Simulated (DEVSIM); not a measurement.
Device: abrupt In0.53Ga0.47As p-n junction, at 300 K.

| layer (left to right) | material | thickness (μm) | Nd (cm⁻³) | Na (cm⁻³) | τn (s) | τp (s) |
|---|---|---|---|---|---|---|
| 1 | In0.53Ga0.47As | 0.160 | - | 7.3e15 | 3.4e-8 | 3.4e-8 |
| 2 | In0.53Ga0.47As | 17.0 | 8.3e14 | - | 3.4e-8 | 3.4e-8 |

Left contact: ohmic. Right contact: ohmic. Voltage is applied to the left contact. Recombination: SRH at mid-gap, Auger. Mobility is μmin + (μ − μmin)/(1 + (N/Nref)^α).

The device is made up for the run: typed textbook-type constants, with dimensions and the other settings drawn at random. Values at 300 K.

```tsv
parameter	In0.53Ga0.47As
gap (eV)	0.74
affinity (eV)	4.51
permittivity	13.9
Nc (cm⁻³)	2.1e17
Nv (cm⁻³)	7.7e18
μn (cm²/Vs)	12000
μp (cm²/Vs)	300
μn,min	300
μp,min	10
Nref,n	1.3e17
Nref,p	4.9e17
αn	0.48
αp	0.4
Cn (cm⁶/s)	5e-29
Cp (cm⁶/s)	5e-29
```

Simulated with DEVSIM: 1D drift-diffusion, Boltzmann statistics, complete ionisation; no tunnelling, impact ionisation, image-force lowering or self-heating.

### Question
Tabulate band edges, carrier densities and field at zero bias.

### Answer
Energies count from the Fermi level of the right contact; mesh points crowd at the junctions.

```tsv
x (μm)	Ec (eV)	Ev (eV)	n (cm⁻³)	p (cm⁻³)	field (V/cm)
0.000	0.560	-0.180	8.2e7	7.3e15	-1500
0.01994	0.557	-0.183	9.2e7	6.5e15	-1600
0.05375	0.551	-0.189	1.2e8	5.1e15	-2300
0.09791	0.537	-0.203	2.0e8	3.0e15	-4200
0.1428	0.512	-0.228	5.3e8	1.1e15	-7300
0.1610	0.497	-0.243	9.4e8	6.4e14	-8700
0.1860	0.476	-0.264	2.1e9	2.8e14	-8300
0.2537	0.423	-0.317	1.7e10	3.6e13	-7400
0.3711	0.343	-0.397	3.6e11	1.7e12	-6100
0.5870	0.236	-0.504	2.3e13	2.6e10	-3800
1.001	0.154	-0.586	5.5e14	1.1e9	-650
2.255	0.143	-0.597	8.3e14	7.2e8	≈ 0
4.368	0.143	-0.597	8.3e14	7.2e8	≈ 0
8.253	0.143	-0.597	8.3e14	7.2e8	≈ 0
13.41	0.143	-0.597	8.3e14	7.2e8	≈ 0
15.21	0.143	-0.597	8.3e14	7.2e8	≈ 0
16.16	0.143	-0.597	8.3e14	7.2e8	≈ 0
16.67	0.143	-0.597	8.3e14	7.2e8	≈ 0
16.97	0.143	-0.597	8.3e14	7.2e8	≈ 0
17.07	0.143	-0.597	8.3e14	7.2e8	≈ 0
17.13	0.143	-0.597	8.3e14	7.2e8	≈ 0
17.16	0.143	-0.597	8.3e14	7.2e8	≈ 0
```
